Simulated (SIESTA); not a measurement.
Worked example: self-consistent single point of FeCo (Pm-3m, 2 atoms in the cell) in SIESTA.

Method: GGA PBEsol, numerical atomic orbitals DZP, PseudoDojo PBEsol standard norm-conserving potentials (rewritten from UPF to PSML) (SIESTA 5.4.2).

```xyz
2
Lattice="2.8390 0.0000 0.0000 0.0000 2.8390 0.0000 0.0000 0.0000 2.8390" Properties=species:S:1:pos:R:3 pbc="T T T"
Fe     0.0000     0.0000     0.0000
Co     1.4195     1.4195     1.4195
```
Moments meant for the start (each program seeds them in its own way; μB, in the order of the atoms Fe Co): 4.0 3.0.

Reference input (self-consistent single point, DFT, GGA PBE, numerical atomic orbitals DZP, PseudoDojo PBE standard norm-conserving potentials (rewritten from UPF to PSML)): XC.functional = GGA; XC.authors = PBE; potentials = PseudoDojo PBE standard; PAO.BasisSize = DZP; PAO.EnergyShift = 0.01 Ry; MeshCutoff = 300 Ry; kgrid.MonkhorstPack = 15 15 15; OccupationFunction = MP; OccupationMPOrder = 0; ElectronicTemperature = 0.2 eV; Spin = polarized; DM.InitSpin = [1 +4.00, 2 +3.00]. This run's input differs from it in these lines:

```diff
@@ -1,2 +1,2 @@
-# files in the folder: Fe.psml Co.psml (PseudoDojo PBE standard)
+# files in the folder: Fe.psml Co.psml (PseudoDojo PBEsol standard)
 SystemName  FeCo
@@ -23,3 +23,3 @@
 XC.functional                GGA
-XC.authors                   PBE
+XC.authors                   PBEsol
 PAO.BasisSize                DZP
```

Output, abridged:

```
        iscf     Eharris(eV)        E_KS(eV)     FreeEng(eV)     dDmax    Ef(eV) dHmax(eV)
   scf:    1    -7535.652475    -7557.143127    -7557.158919  0.633706 -1.578841 15.070972
     spin moment: {S} , |S| = {        0.0        0.0    5.03283 }     5.03283
   scf:    2    -7562.924133    -7560.623427    -7560.633705  0.144158 -2.295721 10.334403
     spin moment: {S} , |S| = {        0.0        0.0    4.95873 }     4.95873
   scf:    3    -7564.453668    -7562.904932    -7562.916504  0.160330 -3.039692  6.150382
     spin moment: {S} , |S| = {        0.0        0.0    4.91900 }     4.91900
   [... lines left out ...]
     spin moment: {S} , |S| = {        0.0        0.0    4.56427 }     4.56427
   scf:   11    -7563.970349    -7563.970364    -7563.997247  0.000088 -3.999673  0.004669
     spin moment: {S} , |S| = {        0.0        0.0    4.56399 }     4.56399
   scf:   12    -7563.970334    -7563.970349    -7563.997247  0.000118 -4.000286  0.000397
     spin moment: {S} , |S| = {        0.0        0.0    4.56377 }     4.56377
   scf:   13    -7563.970355    -7563.970352    -7563.997247  0.000011 -4.000313  0.000270
     spin moment: {S} , |S| = {        0.0        0.0    4.56382 }     4.56382
SCF Convergence by DM+H criterion
max |DM_out - DM_in|         :     0.0000108324
max |H_out - H_in|      (eV) :     0.0002696687
SCF cycle converged after 13 iterations

Using DM_out to compute the final energy and forces

siesta: E_KS(eV) =            -7563.9704

siesta: E_KS - E_eggbox =     -7563.9704

siesta: Atomic forces (eV/Ang):
     1    0.000000    0.000000    0.000000
     2    0.000000   -0.000000   -0.000000
   Tot    0.000000   -0.000000   -0.000000
   Max    0.000000
   Res    0.000000    sqrt( Sum f_i^2 / 3N )
   Max    0.000000    constrained

Stress tensor Voigt[x,y,z,yz,xz,xy] (kbar):      135.30      135.30      135.30       -0.00       -0.00       -0.00
(Free)E + p*V (eV/cell)    -7565.9296
Target enthalpy (eV/cell)    -7563.9972

siesta: Program's energy decomposition (eV):
siesta: FreeEng =     -7563.997247

   [... lines left out ...]
siesta: Cell volume =         22.882841 Ang**3
siesta:        -135.29718817       -135.29718817  kBar
   [... lines left out ...]
   2  7.646   0.975   0.532  -0.188   1.004   1.004   1.004   0.182   0.182
              0.182   0.779   0.779   0.435   0.779   0.435  -0.098  -0.098

             -0.071  -0.098  -0.071

mulliken: Qtot =       14.218

Mulliken Atomic Populations:
Atom #   charge [q] valence [e]      Sz [e]  Species
     1     0.001576   15.998424    2.855221  Fe
     2    -0.001576   17.001576    1.708599  Co
 Total     0.000000                4.563820
```

The run converged in 13 iterations. Against the reference run the pressure goes from -3.97 to -13.53 GPa and the size of the net moment hardly changes (2.29 to 2.28 μB/atom).

The starting cell comes from a database of computed structures (which also holds hypothetical and non-ambient phases and stackings), without a prior relaxation at this level. The magnetic order is the one reached from the typed start; others were not searched systematically. Values carry the incompleteness of an atom-centred basis. With a pressure of about -14 GPa the cell is away from its equilibrium volume at this level.

Cost on one core of a shared machine: roughly 3 min.
